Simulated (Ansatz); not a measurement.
BiVO₄ (I4₁/a, No. 88, 12 atoms in the cell; start COD 9012062; high-temperature phase), treated with PBEsol in Ansatz (plane waves, PAW).

Settings: plane-wave cutoff 520 eV, 10×10×10 k mesh, Fermi–Dirac smearing 0.01 eV, no spin polarisation, scalar-relativistic PAW data made under PBE.

Cell (relaxed at this level):

```
CELL_PARAMETERS angstrom
     -2.55360     2.55360     5.78821
      2.55360    -2.55360     5.78821
      2.55360     2.55360    -5.78821
ATOMIC_POSITIONS crystal
  Bi 0.00000 0.00000 0.00000
  Bi 0.75000 0.25000 0.50000
  V  0.50000 0.50000 0.00000
  V  0.25000 0.75000 0.50000
  O  0.31050 0.42131 0.39016
  O  0.67034 0.56050 0.38918
  O  0.03116 0.92034 0.60984
  O  0.17131 0.28116 0.61082
  O  0.43950 0.82869 0.10984
  O  0.07966 0.68950 0.11082
  O  0.71884 0.32966 0.89016
  O  0.57869 0.96884 0.88918
```

Q: Estimate the band gap, smallest direct gap on the k points sampled and direct gap at Γ that the calculation returns.

A: 
- band gap = 2.09 eV
- smallest direct gap on the k points sampled = 2.18 eV
- direct gap at Γ = 2.85 eV

Note: held by symmetry at 0 K, a high-temperature phase can be a saddle point.

Spin–orbit coupling is not included; with these elements it can move the gap by several tenths of an eV or more.

The computed numbers hold no vibrational or temperature effects.

It cost roughly 4 core-minutes of CPU time.

Ansatz is a first-principles code.
